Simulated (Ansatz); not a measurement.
Ansatz (a program for electronic structure) run on SiSbPt5 (P4mm, 7 atoms in the cell): self-consistent single point

Level of theory: LDA (PW92), default PAW files made with PBE (plane waves; Ansatz).

This input was run:

Ansatz 0.2 input:
```yaml
crystal:
  lattice:
    - [3.912768, 0.000000, 0.000000]
    - [0.000000, 3.912768, 0.000000]
    - [0.000000, 0.000000, 7.484211]
  atoms:
    - { symbol: Si, position_ang: [1.956384, 1.956384, 0.050002] }
    - { symbol: Sb, position_ang: [0.000000, 0.000000, 3.742106] }
    - { symbol: Pt, position_ang: [0.000000, 0.000000, 0.000000] }
    - { symbol: Pt, position_ang: [1.956384, 0.000000, 5.604327] }
    - { symbol: Pt, position_ang: [1.956384, 0.000000, 1.879884] }
    - { symbol: Pt, position_ang: [0.000000, 1.956384, 5.604327] }
    - { symbol: Pt, position_ang: [0.000000, 1.956384, 1.879884] }
basis:
  ecutwfc: 30.9 Ry
kpoints:
  mp_grid: { grid: [9, 9, 5] }
hamiltonian:
  xc: lda
  pseudopotentials: { kind: paw }
scf:
  occupations: { method: gaussian, width: 0.0073 Ry }
output:
  forces: true
  eigenvalues: true
  stress: true
```

Log, with long lists cut:

```
WARN ansatz: RAYON_NUM_THREADS=1 ignored (pool sized by the plan → 1); use --threads N
Pseudopotentials: kind: paw
Pseudopotential: Si, paw, valence charge 4
Pseudopotential: Sb, paw, valence charge 15
Pseudopotential: Pt, paw, valence charge 18
Crystal: 7 atoms, lattice volume = 114.581 Å³
Basis set: ecut = 420.4159175005146 eV, 2265 PW (Γ)
Bands: 66, of which v1, the nominal top of the filled ones, is band 55 counted from 1 (54 counted from 0)
Symmetry: 8 space group operations
Space group: P4mm (ITA 99), of the structure as read, at distance tolerance 4.9e-5 Å
k-points: 45 of 405 (time reversal used)
PAW frozen core: Si, regenerated for the run's functional, and the local potential with it
PAW frozen core: Sb, regenerated for the run's functional, and the local potential with it
PAW frozen core: Pt, regenerated for the run's functional, and the local potential with it
Initial density: superposition of atomic densities (neutral atoms: chi_scale 0, normalization atom), corrected by the library's trained network
Initial wavefunctions: pseudopotential atomic-orbital guess
Eigensolver: davidson
Functional: x = slater, c = lda
SCF iter   1: F=—  HF=-68171.401059 eV  |F-HF|=—  |Δ(HF+E_count)|=         —  Δρ=7.58e-3  dr2=3.18e-2  ethr=1.77e-3  ⟨swp⟩=5.9  Hψ=11036  notcnv=0  defer=7
all-band conjugate gradients solve this SCF's bands
preconditioner: auto → LDOS
SCF iter   2: F=—  HF=-68171.395853 eV  |F-HF|=—  |Δ(HF+E_count)|=   5.21e-3  Δρ=2.76e-3  dr2=8.11e-3  ethr=2.91e-5  ⟨swp⟩=2.1  Hψ=5003  notcnv=0  defer=21
SCF iter   3: F=—  HF=-68171.392473 eV  |F-HF|=—  |Δ(HF+E_count)|=   3.38e-3  Δρ=7.45e-4  dr2=8.51e-4  ethr=7.44e-6  ⟨swp⟩=2.2  Hψ=4550  notcnv=0  defer=21
SCF iter   4: F=—  HF=-68171.392249 eV  |F-HF|=—  |Δ(HF+E_count)|=   2.24e-4  Δρ=2.18e-4  dr2=6.38e-5  ethr=7.80e-7  ⟨swp⟩=2.0  Hψ=4042  notcnv=0  defer=21
SCF iter   5: F=—  HF=-68171.392223 eV  |F-HF|=—  |Δ(HF+E_count)|=   2.60e-5  Δρ=6.54e-5  dr2=1.22e-5  ethr=5.86e-8  ⟨swp⟩=2.0  Hψ=4312  notcnv=0  defer=21
SCF iter   6: F=—  HF=-68171.392222 eV  |F-HF|=—  |Δ(HF+E_count)|=   1.24e-6  Δρ=3.58e-5  dr2=2.37e-6  ethr=1.12e-8  ⟨swp⟩=2.1  Hψ=3415  notcnv=0  defer=21
SCF iter   7: F=—  HF=-68171.392221 eV  |F-HF|=—  |Δ(HF+E_count)|=   3.99e-7  Δρ=7.79e-6  dr2=1.64e-7  ethr=2.17e-9  ⟨swp⟩=2.2  Hψ=3850  notcnv=0  defer=21
SCF iter   8: F=-68171.392221 eV  HF=-68171.392221 eV  |F-HF|=2.91e-9  |Δ(HF+E_count)|=   2.08e-8  Δρ=1.26e-6  dr2=3.41e-9  ethr=9.17e-11  ⟨swp⟩=9.0  Hψ=12004  notcnv=0
SCF 1 converged in 8 iterations: F = -68171.392221 eV  dr2 = 3.41e-9
SCF converged after 8 iterations
Free energy (F): -68171.392221 eV
Harris-Foulkes:  -68171.392221 eV  (|F-HF|=2.91e-9)
Internal energy: -68171.372625 eV  (E = F + TS)
E sigma→0 (E₀):  -68171.382423 eV
Entropy (-TS):   -0.019596 eV (-2.799 meV/atom)
Fermi energy:    19.522911 eV
--- Per-component energies (eV) ---
  E_band       = -1013.545313
  E_kinetic    = 3455.625608
  E_local      = -10747.567229  (includes V_loc(G=0)·N_el)
  E_nonlocal   = 1429.229741
  E_hartree    = 4247.854141
  E_xc         = -1499.547335
  E_vxc        = -1664.966279  (∫ρ·V_xc dr)
  E_paw        = -50806.334453  (= ΣΔE_a)
  E_vpaw       = -1981.577495  (= ΣTr[D̂ρ^β])
  E_aug_tail   = 0.000890  (compensation charges beyond the density's cutoff)
  E_ewald      = -14253.596490
  E_core_change = 2.962502  (= ΣΔE_core)
  E_smearing   = -0.019596  (= −TS)
  E_closure    = 0.000000  (closes the sum)
  Σ components = -68171.392221   (vs F -68171.392221, Δ=0.00e0)
--- Forces (eV/Å), atoms counted from 1 ---
  atom   1  Si    -0.00000000     0.00000000    -0.10676798
  atom   2  Sb     0.00000000     0.00000000     0.09571904
  atom   3  Pt     0.00000000     0.00000000    -0.09759851
  atom   4  Pt    -0.00000000     0.00000000     0.09645919
  atom   5  Pt     0.00000000     0.00000000    -0.04212320
  atom   6  Pt    -0.00000000     0.00000000     0.09645919
  atom   7  Pt     0.00000000     0.00000000    -0.04212320
  max |Σ_I F_I| component: 2.45e-5 eV/Å
--- Stress (GPa, compression-positive) ---
       -4.010703       0.000000       0.000000
        0.000000      -4.010703       0.000000
        0.000000       0.000000      -3.019607
  P = ⅓ Tr σ = -3.6803 GPa (-36.803 kbar)
  The stress holds the Pulay correction. Without it, at fixed plane waves, as pw.x and ABINIT print it: P = -3.7370 GPa
--- Band table (eV; the first three rows and the last of 45) ---
  k-point 0: bands = ["-79.4461", "-79.4223", "-79.3574", "-79.3331", "-79.2594", "-33.7457", "-33.7457", "-33.6690", "-33.6571", "-33.6571", "-33.5712", "-33.5647", "-33.4807", "-33.4555", "-33.4555", "-33.3982", "-33.3982", "-33.3397", "-33.3397", [...]
  k-point 1: bands = ["-79.4461", "-79.4223", "-79.3574", "-79.3331", "-79.2594", "-33.7457", "-33.7457", "-33.6697", "-33.6571", "-33.6571", "-33.5711", "-33.5636", "-33.4807", "-33.4555", "-33.4555", "-33.3983", "-33.3983", "-33.3397", "-33.3397", [...]
  k-point 2: bands = ["-79.4461", "-79.4223", "-79.3574", "-79.3331", "-79.2594", "-33.7458", "-33.7458", "-33.6708", "-33.6570", "-33.6570", "-33.5710", "-33.5618", "-33.4808", "-33.4555", "-33.4555", "-33.3983", "-33.3983", "-33.3397", "-33.3397", [...]
  k-point 44: bands = ["-79.4342", "-79.4334", "-79.3450", "-79.3443", "-79.2611", "-33.8472", "-33.7470", "-33.6514", "-33.6460", "-33.6456", "-33.5442", "-33.5406", "-33.5391", "-33.5224", "-33.4442", "-33.3781", "-33.3606", "-33.3582", [...]
```

The run converged in 8 iterations.

The starting cell comes from a database of computed structures (which also holds hypothetical and non-ambient phases and stackings), without a prior relaxation at this level. Its lattice was rescaled by up to half a per cent. One atom was moved a little off its site on purpose. Spin-orbit coupling is off. Spin polarisation is off. With a pressure of about -4 GPa the cell is away from its equilibrium volume at this level. Ansatz's pressure includes its estimate of the finite-basis (Pulay) stress.
